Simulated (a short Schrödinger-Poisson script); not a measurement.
System: MOS inversion layer, HfO2 on p-type GaN, at 400 K.

```tsv
layer	material	thickness (nm)	Na (cm⁻³)
1	HfO2	12.4	-
2	GaN	1100	3.1e17
```

The device is made up for the run: typed textbook-type constants, with dimensions and the other settings drawn at random. HfO2: permittivity 22, conduction-band edge (eV) 1.6, gap (eV) 5.7, electron mass (mₑ) 0.2. GaN: permittivity 9.5, conduction-band edge (eV) 0, gap (eV) 3.43, Nv at 300 K (cm⁻³) 4.6e19.

Channel valleys (confinement mass, in-plane density-of-states mass, number): Γ 0.2, 0.2, 1. At the gate the conduction-band edge of layer 1 lies 1.69 eV − eVg above the Fermi level of the channel; the field vanishes at the back. Gaps are held at their typed values at every temperature. Mesh 0.03 nm at interfaces.

From a short Schrödinger-Poisson script (our own, NumPy): 1D Poisson equation in equilibrium, electrons classical, Fermi-Dirac, parabolic valleys, classical holes, full ionisation, no traps, pinning or gate leakage.

The same stack at other levels of the model or other numerical settings:

```csv
run,sheet density of all electrons at Vg = 1.9 V (cm⁻²),sheet density of all electrons at Vg = 0.7 V (cm⁻²),capacitance at Vg = 1.9 V (μF/cm²),centroid of the channel electrons at Vg = 1.9 V (nm),rough cost against the base
base,1.05e13,1.53e12,1.25,0.95,about 1
"electrons treated as classical, Boltzmann",1.26e13,1.85e12,1.50,0.32,0.2
"electrons treated as quantum, Hartree",8.95e12,7.65e11,1.17,1.83,3
"electrons treated as quantum, Hartree plus LDA exchange-correlation",9.35e12,9.03e11,1.19,1.77,5
mesh six times as coarse,1.03e13,1.49e12,1.24,1.03,0.3
```

The classical rows ignore confinement, and Boltzmann statistics overrate the density once the band edge passes the Fermi level.

In real p-type GaN the Mg acceptor is only partly ionised, and so wide a gap doesn't supply an inversion layer without source and drain.
